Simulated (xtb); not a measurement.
xtb 6.7.1, GFN1-xTB: Mg(F)(SH)(dme) (C[O]1CC[O](C)->[Mg]<-1([F])[SH]), 20 atoms. The geometry is a generated start, not checked to be a minimum at this level.

```
Quantity                   Value
-----------------  -------------
run flags                 --grad
method                  GFN1-xTB
--acc                1 (default)
--etemp (K)        300 (default)
basis functions               64
valence electrons             54
```

```xyz
20

Mg     1.4953     0.0567     0.2952
F      1.1409    -1.5653     0.8136
S      3.0535     1.7727     0.3665
H      4.0352     1.1306    -0.2460
C     -0.5770     0.4312     2.4618
O     -0.3421     0.7928     1.1198
C     -1.2969     0.2792     0.2257
C     -0.8094     0.6192    -1.1772
O      0.3707    -0.0717    -1.5012
C      0.1695    -1.3727    -2.0081
H      0.2380     0.8575     3.0467
H     -0.5691    -0.6569     2.5776
H     -1.5356     0.8391     2.8066
H     -2.2813     0.7384     0.4096
H     -1.3723    -0.8095     0.3470
H     -0.5475     1.6803    -1.1929
H     -1.5909     0.4176    -1.9198
H     -0.3662    -2.0098    -1.3000
H      1.1595    -1.7982    -2.1645
H     -0.3742    -1.3314    -2.9604
```

One run each on 1 thread. Values of broydamp tried: 0.02, 0.05, 0.1, 0.2, 0.4 (default), 0.6, 0.8, 1.

Problem. How does the count of SCC iterations change with broydamp, and where is it least?

Solution. Fewest SCC iterations: 0.6 with 10. The count rises to 21 at 0.02. All converge to one solution.

| broydamp | SCC iterations | end |
|---|---|---|
| 0.02 | 21 | same solution |
| 0.05 | 20 | same solution |
| 0.1 | 15 | same solution |
| 0.2 | 12 | same solution |
| 0.4 (default) | 12 | same solution |
| 0.6 | 10 | same solution |
| 0.8 | 12 | same solution |
| 1 | 21 | same solution |
